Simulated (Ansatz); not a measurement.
Base system: Fe in the bcc (W type) structure (space group Im-3m, No. 229; a = 2.865 Å; ferromagnetic). Axes: x, y, z lie along the cube axes.

The values are results of Ansatz (a first-principles code) r2SCAN, without spin-orbit coupling, not measurements.

Before the change:

The shortest interatomic distance comes out as 2.481 Å.

The change: a free-standing slab of 2 layers (2 atoms, 1 a layer) is cut normal to [110], with 15 Å of vacuum and the in-plane cell held at bulk.

Problem. How does this affect the excess energy per area of both faces and shortest interatomic distance?

Solution. The excess energy per area of both faces (slab less bulk energy over the cell's area: twice a surface energy) comes out as 5.05 J/m² (uncertain by up to 0.06 J/m²); the shortest interatomic distance shrinks by 0.0733 Å, from 2.481 Å to 2.407 Å.

The magnetic state is the one reached from the starting moments; the real material's order can differ, and small cells can't hold many antiferromagnetic ones. The excess energy carries the mismatch between the slab's and the bulk's meshes. Whether these cells are dynamically stable was not tested.
